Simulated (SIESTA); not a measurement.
SIESTA is run on Sr₃Sn₄Ir₄ (I-43m, 11 atoms in the cell), and the run fails. The aim is a self-consistent single point with DFT, LDA PW92, numerical atomic orbitals TZP, PseudoDojo LDA standard norm-conserving potentials (rewritten from UPF to PSML).

Cell that was meant: a = 7.0502 Å, b = 7.0502 Å, c = 7.0502 Å, α = 109.47°, β = 109.47°, γ = 109.47°.

Part of the input:

```
XC.authors                   PW92
PAO.BasisSize                TZP
PAO.EnergyShift              0.01 Ry
MeshCutoff                   400
%block kgrid.MonkhorstPack
    4   0   0  0.0
    0   4   0  0.0
```

Output, abridged:

```
reinit: Reading from file input.fdf

reinit: System Name: Sr3(SnIr)4
reinit: System Label: Sr3(SnIr)4

coor:   Atomic-coordinates input format  =     Fractional

siesta: Atomic coordinates (Bohr) and species
siesta:      0.00000   0.00000   7.69203  1        1
siesta:      7.69203   0.00000   0.00000  1        2
siesta:      0.00000   7.69203   0.00000  1        3
siesta:     -2.95882   2.95882   2.95882  2        4
siesta:      2.95882   2.95882  -2.95882  2        5
siesta:      2.95882  -2.95882   2.95882  2        6
siesta:      4.73322   4.73322   4.73322  2        7
siesta:      5.76764  -5.76764   5.76764  3        8
siesta:      1.92439   1.92439   1.92439  3        9
siesta:     -5.76764   5.76764   5.76764  3       10
siesta:      5.76764   5.76764  -5.76764  3       11

siesta: System type = bulk

initatomlists: Number of atoms, orbitals, and projectors:     11   218   254

siesta: ******************** Simulation parameters ****************************
redata: Spin configuration                          = none
redata: Time-Reversal Symmetry                      = T
redata: Number of Atomic Species                    =        3
ERROR

FDF module: fdf_physical:  no unit specified for MeshCutoff

     File: fdf.F90
     Line:  2144
Note: The following floating-point exceptions are signalling: IEEE_INVALID_FLAG IEEE_OVERFLOW_FLAG
STOP Stopping Program
```

Task: From the messages shown, name the fault and mend the input.

Result: The fault is an energy without its unit. The key takes a value and a unit. To fix it, add the unit. The program stopped before any SCF iteration.

An input that runs soundly differs in these lines (not the only fix; some lines may just follow from the change or write a value another way):
```diff
-MeshCutoff                   400
+MeshCutoff                   400 Ry
```

With that input, the run converged in 12 iterations: free energy E − TS -23855.9363 eV; Fermi level (on the code's own zero) -3.50 eV; pressure -3.31 GPa; largest force (vector length) 0.192 eV/Å (DFT, LDA PW92, numerical atomic orbitals TZP, PseudoDojo LDA standard norm-conserving potentials (rewritten from UPF to PSML)).

On the sound input: the starting cell comes from a database of computed structures (which also holds hypothetical and non-ambient phases and stackings), without a prior relaxation at this level. Its lattice was rescaled by a random factor within 2.5 % of one. Spin polarisation is off. Values carry the incompleteness of an atom-centred basis. With a pressure of about -3 GPa the cell is away from its equilibrium volume at this level.
